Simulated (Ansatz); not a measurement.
Base system: GaS (space group P6_3/mmc, No. 194; a = 3.534 Å, c = 15.042 Å; layered, stacked along the Cartesian z axis).

Method: Kohn–Sham DFT with the PBEsol-D3(BJ) functional, run in Ansatz (a quantum-chemistry and plane-wave program) with PAW and 420 eV plane waves, no SOC, earlier PAW set.

```csv
level,band gap
PBEsol-D3(BJ),1.29 eV
```

Measured: band gap 2.5 eV (temperature not stated; as listed in Manish Kothakonda et al., ACS Materials Au (2022)).

Computed minus measured — band gap: PBEsol-D3(BJ) -1.21 eV. Measured values not marked as corrected hold thermal and zero-point effects that the static-lattice runs lack. A measured gap can be an optical one, lowered by exciton binding. Levels without spin-orbit coupling miss its effect on the gap.

Stability against distortions was not tested.
